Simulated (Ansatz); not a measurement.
Zn2InGaO5 (P6_3/mmc), PBEsol, rigid bands run with Ansatz (an electronic-structure program): N_c = 2.12e18 cm⁻³ at 300 K and an electron conductivity mass of 0.193 mₑ along z (a = (3.30, 0.00, 0.00) Å; b = (-1.65, 2.86, 0.00) Å; c = (0.00, 0.00, 22.36) Å).

Question: For 1e16 electrons per cm³ at 300 K, place the Fermi level, estimate the Seebeck coefficient of a parabolic band with constant τ, and give mobility and conductivity for τ = 10 fs.

Answer: The level lies k_BT ln(N_c/n) = 0.138 eV below the conduction-band minimum. S ≈ −(k_B/e)[ln(N_c/n) + 5/2] = -677 μV/K, against -678 μV/K from the full bands (mean over directions). μ = eτ/m = 91.1 cm²/(V·s) and σ = neμ = 0.146 S/cm. τ is assumed, not computed.

Band transport and this doping are assumed; polarons and phonon drag are left out. Spin-orbit coupling is left out.

Computed structure with no diffraction record at hand here (it may be known, metastable or hypothetical): Zn2InGaO5 (P6_3/mmc).
